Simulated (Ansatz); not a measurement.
H on the (100) surface of germanium (p(2x2) alternately buckled dimers; a constructed slab, bottom: dihydride, held), one in a cell of 66 Å², energies for each. Energies are against ½ H2(g), without zero-point or thermal terms; each row is named by its start (#2, #3: further inequivalent places of a kind). No converged result for: 1 more start.

The numbers are results of PBE (plane waves to 420 eV, PAW; Ansatz, a program for electronic structure), not measurements.

Model: 41-atom slab, 11.3 Å thick at the start with caps and adatoms under the adsorbate (thin: gaps and levels are the slab's own), 3x3x1 mesh, Fermi-Dirac 0.01 eV, dipole correction, 24 atoms held, the rest relaxed; each run with such symmetry as its start has; spin-polarised, no spin-orbit, no U, no dispersion correction.

A negative adsorption energy means that the adsorbate is more stable on the surface than in its reference. Starts that drift may end in the same place. Heights count from the host atoms within 0.3 Å of the top one. Moments of ungapped slabs depend on the mesh.

```csv
starting site,E_ads (eV),height (Å),nearest host atom (Å),bonded to,Δ work function (eV),lateral drift (Å),moment (μB)
top Ge,-0.17,1.00,Ge 1.56,Ge,-0.32,0.3,0.0
top Ge #2,-0.20,1.03,Ge 1.56,Ge,0.42,0.9,0.3
hollow Ge-Ge-Ge-Ge over Ge at depth 3.2 Å,-0.18,1.08,Ge 1.56,Ge,-0.10,2.5,0.0
hollow Ge-Ge-Ge over Ge at depth 3.0 Å (the adsorbate ended below the top plane of the host),0.79,-2.12,Ge 1.72,2 Ge,-0.36,0.8,0.0
bridge Ge-Ge (span 4.1 Å),-0.17,1.02,Ge 1.56,Ge,-0.32,2.1,0.0
bridge Ge-Ge (span 2.4 Å),-0.18,1.09,Ge 1.56,Ge,-0.09,1.6,0.0
```
